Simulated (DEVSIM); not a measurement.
System: Schottky contact on n-type Si, at 300 K.

Layer 1 from the left is Si, thickness (μm) 0.400, Nd (cm⁻³) 1.1e16, τn (s) 1.2e-6, τp (s) 1.2e-6.

Left contact: Schottky, work function 4.81 eV, emission velocity 1e7 cm/s. Right contact: ohmic. Voltage is applied to the left contact. Recombination: SRH at mid-gap, radiative. Mobility is constant in doping.

This is a model device: material constants are rounded textbook-type values typed into the input, and sizes, dopings and lifetimes were drawn at random. Values at 300 K.

Si: gap (eV) 1.124, affinity (eV) 4.05, permittivity 11.7, Nc (cm⁻³) 2.86e19, Nv (cm⁻³) 3.1e19, μn (cm²/Vs) 1417, μp (cm²/Vs) 470, B (cm³/s) 4.7e-15.

Simulated with DEVSIM: 1D drift-diffusion, Boltzmann statistics, complete ionisation; no tunnelling, impact ionisation, image-force lowering or self-heating. Metal contacts follow the ideal Schottky-Mott rule: no Fermi-level pinning, no interface dipoles.

Dark forward current:

```csv
|V| (V),|J| (A/cm²)
0.05,3.928e-5
0.10,0.0003082
0.15,0.002147
0.20,0.01469
0.25,0.09995
0.30,0.6757
0.35,4.515
0.40,29.28
0.45,172.2
0.50,761.7
0.55,2152
```

**Question.** Work out the local ideality factor n = ΔV / (kT/q · ln(J2/J1)) between the rows 0.15 and 0.20 V, 0.50 and 0.55 V.

**Answer.** kT/q = 25.85 mV. From 0.15 to 0.20 V: ln(0.01469/0.002147) = 1.923, n = 1.01, near the 1 of diffusion or emission over a barrier. From 0.50 to 0.55 V: ln(2152/761.7) = 1.039, n = 1.86; the layers' resistance at their doping, Σ W/(qμN) = 1.6e-5 Ω cm², would take 22 mV of this step of 50 mV.

**Question.** Estimate the current at 0.25 V for emission alone, J0 = q v N_band exp(−φB/kT), and read the barrier back from the simulated current.

**Answer.** φB = 0.760 eV, N_band = 2.86e19 cm⁻³, J0 = 7.81e-6 A/cm²; J = J0 (exp(qV/kT) − 1) = 0.124 A/cm². The simulation gives 0.0999 A/cm²; the estimate lies 24 % above. Read backwards, the simulated current gives an apparent barrier of 0.766 eV. The estimate leaves out transport through the depletion region and minority injection.
